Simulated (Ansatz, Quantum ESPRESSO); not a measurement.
**Code comparison for Ta (Im-3m, 1 atom in the cell)**

Self-consistent single point.

```yaml
crystal:
  lattice:
    - [-1.65000, 1.65000, 1.65000]
    - [1.65000, -1.65000, 1.65000]
    - [1.65000, 1.65000, -1.65000]
  atoms:
    - { symbol: Ta, position: [0.00000, 0.00000, 0.00000] }
```

Shared settings, as Ansatz (a quantum-chemistry and plane-wave program) writes them: kpoints.mp_grid.grid = 14 14 14; magnetization.spin_orbit = true; scf.occupations.method = fermi_dirac; scf.occupations.width = 0.05 eV. Potentials and cutoffs stand in the table.

| code | model | pressure (GPa) | cutoff |
|---|---|---|---|
| Ansatz | PBE with spin-orbit coupling, default PAW files | 3.39 | 420 eV |
| Quantum ESPRESSO | PBE, spin-orbit coupling, PSlibrary fully relativistic ultrasoft (PBE) pseudopotentials | 2.21 | 50 Ry |

The spread over the programs that give each value: pressure within 1.18 GPa.

Ansatz's pressure is given at a fixed set of plane waves, as the other plane-wave codes print theirs; with its correction for the finite basis it is 3.44 GPa.

The starting cell has typed, rounded lattice constants, without a prior relaxation at this level.

Left out of this page: ABINIT (failed or unconverged); Elk, FLEUR and SIESTA (not drawn, or without a comparable value).

Keys are those of Ansatz 0.2.
